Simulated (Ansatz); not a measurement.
Ni3Ge under load (space group P4/mmm): band-structure transport figures

Here is the system:

```yaml
crystal:
  lattice:
    - [3.53781, 0.00000, 0.00000]
    - [0.00000, 3.53781, 0.00000]
    - [0.00000, 0.00000, 3.48938]
  atoms:
    - { symbol: Ni, position: [0.50000, 0.00000, 0.50000] }
    - { symbol: Ni, position: [0.00000, 0.50000, 0.50000] }
    - { symbol: Ni, position: [0.50000, 0.50000, 0.00000] }
    - { symbol: Ge, position: [0.00000, 0.00000, 0.00000] }
```

All values below come from PBEsol, rigid bands (plane waves, PAW, scalar-relativistic; Ansatz, a quantum-chemistry and plane-wave program). Condition of this run: uniaxial stress zz = 2 GPa (compression positive) (the target of the relaxation). How the cell was made: cell and atoms relaxed with PBEsol, then loaded as said.

```yaml
density of states at the Fermi level: 2.15 states/(eV·cell), both spins
bare Sommerfeld coefficient: 1.27 mJ/(mol of atoms·K²)
drude_plasma_energy: 1.75 (x), 1.75 (y), 1.87 (z) eV
root-mean-square Fermi velocity: 1.6e5 m/s
resistivity times τ: 160 (x), 160 (y), 140 (z) ×10⁻²² Ω·m·s
```

A metal at this level (no band gap); rigid bands, thermally averaged at 300 K, both spins. Spin-orbit coupling is left out. τ is one relaxation time for all states.

Treated as nonmagnetic (a ferromagnetic start lost its moment, other orders weren't tried): Ni3Ge under load (space group P4/mmm).
